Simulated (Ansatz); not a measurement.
Input and output of a self-consistent single point for Cs3Bi (I4mm, 4 atoms in the cell) (Ansatz, an electronic-structure program).

Level of theory: PBEsol, default PAW files made with PBE (plane waves; Ansatz).

The change in words: lattice scaled by 0.98; kpoints.mp_grid.grid: 5 5 5 → 13 13 13. Reference geometry:
```xyz
4
Lattice="0.0000 4.6731 4.6731 4.6731 0.0000 4.6731 4.6731 4.6731 0.0000" Properties=species:S:1:pos:R:3 pbc="T T T"
Cs     2.3366     2.3366     2.3366
Cs     7.0097     7.0097     7.0097
Cs     4.6731     4.6731     4.7231
Bi     0.0000     0.0000     0.0000
```

Reference input (self-consistent single point, DFT, PBEsol, plane waves, default PAW files made with PBE): basis.ecutwfc = 420 eV; kpoints.mp_grid.grid = 5 5 5; hamiltonian.xc = pbesol; hamiltonian.pseudopotentials = {kind: paw} (the program's default PAW files); scf.occupations.method = gaussian; scf.occupations.width = 0.272 eV. This run's input differs from it in these lines:

Ansatz 0.2 input:
```diff
@@ -3,5 +3,5 @@
   lattice:
-    - [0.000000, 4.673112, 4.673112]
-    - [4.673112, 0.000000, 4.673112]
-    - [4.673112, 4.673112, 0.000000]
+    - [0.000000, 4.579650, 4.579650]
+    - [4.579650, 0.000000, 4.579650]
+    - [4.579650, 4.579650, 0.000000]
   atoms:
@@ -15,3 +15,3 @@
   mp_grid:
-    grid: [5, 5, 5]
+    grid: [13, 13, 13]
 hamiltonian:
```

Log, with long lists cut:

```
SCF iter   1: F=—  HF=-29000.871352 eV  |F-HF|=—  |Δ(HF+E_count)|=         —  Δρ=1.13e-3  dr2=3.02e-3  ethr=1.77e-3  ⟨swp⟩=9.0  Hψ=25420  notcnv=0
all-band conjugate gradients solve this SCF's bands
preconditioner: auto → Resta (q_TF=auto, 2.118 Å⁻¹)
SCF iter   2: F=—  HF=-29000.871788 eV  |F-HF|=—  |Δ(HF+E_count)|=   4.36e-4  Δρ=6.58e-4  dr2=8.77e-4  ethr=7.20e-6  ⟨swp⟩=2.4  Hψ=10984  notcnv=0
   [... lines left out ...]
SCF iter   4: F=—  HF=-29000.871762 eV  |F-HF|=—  |Δ(HF+E_count)|=   6.09e-6  Δρ=6.69e-5  dr2=2.31e-5  ethr=5.39e-7  ⟨swp⟩=3.0  Hψ=8932  notcnv=0
SCF iter   5: F=—  HF=-29000.871814 eV  |F-HF|=—  |Δ(HF+E_count)|=   5.20e-5  Δρ=2.20e-5  dr2=3.11e-6  ethr=5.50e-8  ⟨swp⟩=2.8  Hψ=8617  notcnv=0
SCF iter   6: F=—  HF=-29000.871814 eV  |F-HF|=—  |Δ(HF+E_count)|=   2.94e-7  Δρ=6.70e-6  dr2=2.47e-7  ethr=7.40e-9  ⟨swp⟩=2.1  Hψ=7474  notcnv=0
SCF iter   7: F=-29000.871814 eV  HF=-29000.871814 eV  |F-HF|=2.50e-9  |Δ(HF+E_count)|=   1.19e-8  Δρ=2.17e-6  dr2=2.15e-8  ethr=2.38e-10  ⟨swp⟩=8.6  Hψ=26953  notcnv=0
SCF 1 converged in 7 iterations: F = -29000.871814 eV  dr2 = 2.15e-8
Free energy (F): -29000.871814 eV
Internal energy: -29000.870116 eV  (E = F + TS)
E sigma→0 (E₀):  -29000.870965 eV
Entropy (-TS):   -0.001697 eV (-0.424 meV/atom)
Fermi energy:    6.925347 eV
--- Forces (eV/Å), atoms counted from 1 ---
  atom   1  Cs    -0.00000000    -0.00000000     0.02232497
  atom   2  Cs     0.00000000     0.00000000     0.02232497
  atom   3  Cs    -0.00000000     0.00000000    -0.03620559
  atom   4  Bi     0.00000000     0.00000000    -0.00844978
--- Stress (GPa, compression-positive) ---
        0.086421       0.000000       0.000000
        0.000000       0.086421      -0.000000
        0.000000       0.000000       0.085291
  P = ⅓ Tr σ = 0.0860 GPa (0.860 kbar)
  The stress holds the Pulay correction. Without it, at fixed plane waves, as pw.x and ABINIT print it: P = 0.0818 GPa
```

The run converged in 7 iterations. Against the reference run the free energy falls by 3.8 meV/atom, the pressure goes from -0.47 to 0.09 GPa and the largest force goes from 0.029 to 0.036 eV/Å.

The starting cell comes from a database of computed structures (which also holds hypothetical and non-ambient phases and stackings), without a prior relaxation at this level. Its lattice was rescaled by up to half a per cent. One atom was moved a little off its site on purpose. For this run, on top of that: lattice scaled by 0.98. Ansatz's pressure includes its estimate of the finite-basis (Pulay) stress.

Cost on one core of a shared machine: roughly 90 s.
